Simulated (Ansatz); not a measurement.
Amorphous Al$_{28}$O$_{43}$K$_{2}$, 73 atoms at 3.04 g/cm³, one PBE-relaxed geometry, zone centre. Methods: PBE, scalar-relativistic without spin-orbit coupling (Ansatz, a quantum-chemistry and plane-wave program); r2SCAN, scalar-relativistic without spin-orbit coupling (Ansatz); HSE06, scalar-relativistic without spin-orbit coupling (Ansatz). Plane waves to 420 eV (r2SCAN 500 eV); exact exchange is cut at the cell's faces. At PBE the levels at the filled edge of the gap are localised (band-tail or defect states), and the nearest spread-out levels lie 3.9 eV apart at the zone centre. All rungs ran without spin polarisation.

Preparation: random packing, a CHGNet melt and quench, and a DFT relaxation. O atoms were pushed apart under 1.9 Å during the dynamics, to hinder bonds among them. The hot cell started wider than the set density and was brought back towards it in steps. It is the lowest in DFT energy of 2 quenches. It is a model cell: composition and starting density were chosen by hand, and all elements were melted together. No dispersion term was used. Its density started from a set value of 3.04 and ended at 3.04 g/cm³. The quench (nominally 340 K/ps over its main leg) was far faster than any real one, so the model tends to hold more defects than a real film. One small periodic cell is one sample of the glass; other quenches scatter about these values. The volume was held where the preparation left it and the shape relaxed, at a PBE pressure of 2.3 GPa. Stress components on the final sampling reach 2.3 GPa.

The relaxation ran on the zone centre alone. At PBE the level gap is 3.16 eV on a 2×2×2 Γ-centred mesh, and the spacing at the zone centre alone 3.15 eV.

Problem. What zone-centre spacing does r2SCAN give, roughly?

Solution. 3.77 eV (+0.62 eV against PBE).

Problem. What zone-centre spacing does HSE06 give, roughly?

Solution. 4.84 eV (+1.69 eV against PBE).

The highest filled and the lowest empty state spread over these numbers of atoms (participation numbers): PBE: 2.6 and 65.2; r2SCAN: 2.5 and 64.5; HSE06: 2.8 and 64.5.
